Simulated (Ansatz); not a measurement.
## ZrB2, point defects

Consider a 12-atom supercell of ZrB2 (space group P6/mmm, No. 191; a = 3.171 Å, c = 3.541 Å) at its relaxed geometry.

One neutral defect a cell, atoms relaxed at fixed cell.

Calculations: PBE (Ansatz, a first-principles code), no SOC.

```csv
change,largest displacement of a host atom from its site in the perfect cell,pressure
perfect supercell,–,0.0 GPa
In on a B site,0.23 Å,37.7 GPa
"Hf on a Zr site, symmetric start",0.01 Å,-1.8 GPa
Li interstitial (started 1.77 Å from the nearest host atom),0.25 Å,20.1 GPa
B vacancy,0.07 Å,1.3 GPa
```

In so small a cell the defect repeats every few ångströms: this is an ordered compound, not a dilute defect. Defects with a symmetric start kept the site's symmetry and may sit on a saddle; the others started slightly shaken. The final runs are not spin-polarised.
